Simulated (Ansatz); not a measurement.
Candidates (primitive cells; geometry: relaxed with this functional, without spin-orbit coupling):
A. ScTe (P6_3/mmc), a = b = 4.043 Å, c = 6.936 Å, α = β = 90.00°, γ = 120.00°
B. Sc3InN (Pm-3m), a = b = c = 4.415 Å, α = β = γ = 90.00°
C. ScAs (Fm-3m), a = 3.825 Å, b = 3.825 Å, c = 3.825 Å, α = 60.00°, β = 60.00°, γ = 60.00°
D. ScGe (Cmcm), a = b = 5.382 Å, c = 3.738 Å, α = β = 90.00°, γ = 136.69°

### Question
Rank these by electron-phonon coupling λ (highest first), as PBEsol, DFPT electron-phonon coupling, linearised Boltzmann equation in Ansatz (a program for electronic structure) gives it.

### Answer
A (0.37), D (0.24), B (0.156), C (0.119)

Metals; harmonic phonons. Halving the electron mesh moves these values by up to 3 %; q meshes are mostly untested. Spin-orbit coupling is left out.

Formula and space group known from diffraction (Crystallography Open Database), not checked to be the room-temperature form: Sc3InN (Pm-3m), ScAs (Fm-3m), ScTe (P6_3/mmc).
